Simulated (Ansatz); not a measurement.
The reference is ZrSi₂ (space group Cmcm, No. 63; a = 3.7044 Å, b = 14.7922 Å, c = 3.6789 Å).

All numbers come from Ansatz (a first-principles code), PBE, PAW, cutoff 420 eV, without spin-orbit coupling.

For the base:

```
Quantity    Value
--------  -------
Pressure  0.0 GPa
Band gap     zero
```

Modification: an isotropic linear strain of −3.06 %, atoms relaxed at fixed cell.

### Question
What does the calculation give for the energy relative to the base, pressure, largest internal atomic displacement and band gap after the change?

### Answer
The energy increases by 63 meV/atom; the pressure (mean of the normal stresses, compression positive) goes from zero to 14.5 GPa; the largest internal atomic displacement is 0.019 Å; the band gap remains zero.

Stability against distortions was not tested. The final runs are not spin-polarised.
